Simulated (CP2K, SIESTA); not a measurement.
A CP2K input for a self-consistent single point of CsI (Pm-3m, 2 atoms in the cell) (DFT PBE, GPW, DZVP-MOLOPT-SR-GTH basis, GTH-PBE potentials (GTH_POTENTIALS)):

```
&GLOBAL
  PROJECT scf
  RUN_TYPE ENERGY_FORCE
  PRINT_LEVEL MEDIUM
&END GLOBAL
&FORCE_EVAL
  METHOD Quickstep
  STRESS_TENSOR ANALYTICAL
  &DFT
    BASIS_SET_FILE_NAME BASIS_MOLOPT
    POTENTIAL_FILE_NAME GTH_POTENTIALS
    &QS
      METHOD GPW
      EPS_DEFAULT 1E-10
    &END QS
    &MGRID
      CUTOFF 500
      REL_CUTOFF 60
      NGRIDS 5
    &END MGRID
    &SCF
      SCF_GUESS ATOMIC
      EPS_SCF 1E-6
      MAX_SCF 100
      ADDED_MOS 4
      &DIAGONALIZATION
        ALGORITHM STANDARD
      &END DIAGONALIZATION
      &MIXING
        METHOD BROYDEN_MIXING
        ALPHA 0.2
        NBUFFER 8
        BETA 1
      &END MIXING
      &SMEAR ON
        METHOD FERMI_DIRAC
        ELECTRONIC_TEMPERATURE [K] 116.05
      &END SMEAR
    &END SCF
    &KPOINTS
      SCHEME MONKHORST-PACK 4 4 4
      GAMMA_CENTERED T
    &END KPOINTS
    &XC
      &XC_FUNCTIONAL PBE
      &END XC_FUNCTIONAL
    &END XC
    &PRINT
      &MO
        EIGENVALUES T
        OCCUPATION_NUMBERS T
        NDIGITS 8
        FILENAME mo
        &EACH
          QS_SCF 0
        &END EACH
        ADD_LAST NUMERIC
      &END MO
      &MULLIKEN ON
      &END MULLIKEN
    &END PRINT
  &END DFT
  &SUBSYS
    &CELL
      A 4.47860000 0.00000000 0.00000000
      B 0.00000000 4.47860000 0.00000000
      C 0.00000000 0.00000000 4.47860000
      PERIODIC XYZ
    &END CELL
    &COORD
      Cs       0.00000000     0.00000000     0.00000000
      I        2.23930000     2.23930000     2.23930000
    &END COORD
    &KIND Cs
      BASIS_SET DZVP-MOLOPT-SR-GTH
      POTENTIAL GTH-PBE-q9
    &END KIND
    &KIND I
      BASIS_SET DZVP-MOLOPT-SR-GTH
      POTENTIAL GTH-PBE-q7
    &END KIND
  &END SUBSYS
  &PRINT
    &FORCES ON
    &END FORCES
    &STRESS_TENSOR ON
    &END STRESS_TENSOR
  &END PRINT
&END FORCE_EVAL
```

Task: Write the same calculation as an input for SIESTA.

Result: This is the input that was run; spellings and numerical settings could be chosen otherwise.

```
# files in the folder: Cs.psml I.psml (PseudoDojo PBE standard)
SystemName  CsI
SystemLabel csi

NumberOfAtoms                2
NumberOfSpecies              2
%block ChemicalSpeciesLabel
  1 55 Cs
  2 53 I
%endblock ChemicalSpeciesLabel
LatticeConstant              4.478600 Ang
%block LatticeVectors
     1.000000000    0.000000000    0.000000000
     0.000000000    1.000000000    0.000000000
     0.000000000    0.000000000    1.000000000
%endblock LatticeVectors
AtomicCoordinatesFormat      Ang
%block AtomicCoordinatesAndAtomicSpecies
     0.000000000    0.000000000    0.000000000  1
     2.239300000    2.239300000    2.239300000  2
%endblock AtomicCoordinatesAndAtomicSpecies

XC.functional                GGA
XC.authors                   PBE
PAO.BasisSize                DZP
PAO.EnergyShift              0.01 Ry
MeshCutoff                   300 Ry
%block kgrid.MonkhorstPack
    4   0   0  0.0
    0   4   0  0.0
    0   0   4  0.0
%endblock kgrid.MonkhorstPack
OccupationFunction           FD
ElectronicTemperature        116.05 K

MaxSCFIterations             150
SCF.Mixer.Method             Broyden
SCF.Mixer.Weight             0.2
SCF.Mixer.History            8
SCF.DM.Tolerance             1.0E-04
Diag.ParallelOverK           true
WriteForces                  true
Charge.Mulliken              end
```

Basis settings and potentials, where a program has them, do not carry over. This input uses DFT, GGA PBE, numerical atomic orbitals DZP, PseudoDojo PBE standard norm-conserving potentials (rewritten from UPF to PSML).

The starting cell has typed, rounded lattice constants, without a prior relaxation at this level. For this run, on top of that: lattice scaled by 0.98.
